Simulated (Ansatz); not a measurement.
The reference is SiO₂ in the rutile structure (space group P4_2/mnm, No. 136).

```
SiO2
1.0
    4.18520     0.00000     0.00000
    0.00000     4.18520     0.00000
    0.00000     0.00000     2.66883
Si O
2 4
Direct
  0.50000   0.50000   0.50000
  0.00000   0.00000   0.00000
  0.80610   0.80610   0.50000
  0.30610   0.69390   0.00000
  0.69390   0.30610   0.00000
  0.19390   0.19390   0.50000
```

Method: r2SCAN, PAW, 500 eV (Ansatz, a quantum-chemistry and plane-wave program; no spin-orbit coupling).

Base values:

```
Item                  Result
-------------------  -------
Lattice parameter a  4.185 Å
Band gap             6.51 eV
c/a ratio              0.638
```

It is then changed as follows: Pb takes the place of Si on all its sites; the structure is relaxed again.

Tabulated Pauling electronegativity and covalent radius: Si 1.90, 1.11 Å; Pb 2.33, 1.46 Å.

Q: Estimate the effect on the lattice parameter a.

A: The lattice parameter a goes up by 0.802 Å, from 4.185 Å to 4.987 Å.

Q: How does this affect the band gap?

A: The band gap goes from 6.51 eV to zero.

Q: What happens to the c/a ratio?

A: The c/a ratio grows by 0.0448 (0.638 → 0.682).

With Pb present, leaving out spin-orbit coupling can change the band edges. Whether these cells are dynamically stable was not tested. The final runs are not spin-polarised. Gaps under 0.05 eV, about the width of the smearing, are given as zero. The zero or small gap of PbO2 can change with the level of theory.
